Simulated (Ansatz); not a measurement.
# SnPd₃ in the Cu3Au type structure (space group Pm-3m, No. 221)

Space group Pm-3m (No. 221); a = b = c = 3.9740 Å, α = β = γ = 90.00°

```json
[
 {"atom": "Sn", "site": "1a", "symmetry": "m-3m", "x": "0.0000", "y": "0.0000", "z": "0.0000"},
 {"atom": "Pd", "site": "3c", "symmetry": "4/mm.m", "x": "0.0000", "y": "0.5000", "z": "0.5000"}
]
```

Method: PBEsol/PAW in Ansatz (a program for electronic structure), spin-orbit coupling left out. Settings: 12×12×12 k-points, 0.05 eV Fermi–Dirac smearing.

The volume per atom comes out as 15.69 Å³. The density is 11.59 g/cm³ and the band gap is zero. The total energy is -6667.973 eV/atom (σ→0; compares only within this code and set-up).

No phonon test of stability was made. The final runs are not spin-polarised.
